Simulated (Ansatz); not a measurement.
Base system: Ag in the fcc (Cu type) structure (space group Fm-3m, No. 225; a = 4.1046 Å; relaxed with 0.1 eV smearing). Axes: x, y, z lie along the cube axes.

Structures relaxed with DFT with r2SCAN, PAW potentials and a 500 eV plane-wave cutoff in Ansatz (a quantum-chemistry and plane-wave program), spin-orbit coupling left out, earlier PAW set.

Base:

Simulated powder pattern, Cu Kα, λ = 1.54184 Å (kinematic, ideal powder, no thermal factors, no anomalous dispersion; the 14 strongest lines at most, above 2 %, up to 2θ = 90°):

```csv
2θ (°),I/Imax (%),hkl
37.97,100,(111)
44.13,48,(200)
64.18,30,(220)
77.06,35,(311)
81.18,10,(222)
```

It is then changed as follows: uniaxial stress, 3 GPa tension along x; all other stress components relax to zero.

### Question
Predict the new powder pattern.

### Answer

Simulated powder pattern, Cu Kα, λ = 1.54184 Å (kinematic, ideal powder, no thermal factors, no anomalous dispersion; the 14 strongest lines at most, above 2 %, up to 2θ = 90°):

```json
[
 {"2θ (°)": "37.85", "d (Å)": "2.377", "I/Imax (%)": "100", "hkl": "(111)"},
 {"2θ (°)": "41.72", "d (Å)": "2.165", "I/Imax (%)": "19", "hkl": "(200)"},
 {"2θ (°)": "45.09", "d (Å)": "2.011", "I/Imax (%)": "30", "hkl": "(020)"},
 {"2θ (°)": "63.10", "d (Å)": "1.473", "I/Imax (%)": "21", "hkl": "(220)"},
 {"2θ (°)": "65.67", "d (Å)": "1.422", "I/Imax (%)": "9.2", "hkl": "(022)"},
 {"2θ (°)": "73.59", "d (Å)": "1.287", "I/Imax (%)": "13", "hkl": "(311)"},
 {"2θ (°)": "78.37", "d (Å)": "1.220", "I/Imax (%)": "22", "hkl": "(131)"},
 {"2θ (°)": "80.89", "d (Å)": "1.188", "I/Imax (%)": "10", "hkl": "(222)"}
]
```

The indices refer to the base's conventional cell; one index is shown for lines that coincide. The space group is now I4/mmm (No. 139).

Load acts through the strain it causes; cell and atoms are relaxed under it. Beyond what the load breaks, stability against distortions was not tested.
